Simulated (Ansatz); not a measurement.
Relaxation of the outer planes of the (320) surface of fcc Pd in its 1x1 cell, outermost plane spacing 0.55 Å in the ideal cut.

These are PBE (plane waves to 420 eV, PAW; Ansatz, a first-principles code) values and carry that method's errors.

Slab: 20 atoms, 10.4 Å thick at the start (thin: gaps and levels are the slab's own); k 10x6x1, smearing 0.1 eV, dipole-corrected; all atoms relaxed; held to the part of the start's symmetry that mesh and held atoms allow; no spin, no spin-orbit, no U.

| plane | atoms | bulk spacing to the next (Å) | relaxed spacing (Å) | change (%) | rumpling (Å) |
|---|---|---|---|---|---|
| 1 | Pd | 0.547 | (withheld) | (withheld) | 0.00 |
| 2 | Pd | 0.547 | 0.463 | -15.3 | 0.00 |

**Question.** Fill in the missing entries.

**Answer.** 
- 1, relaxed spacing (Å): 0.471
- 1, change (%): -13.8
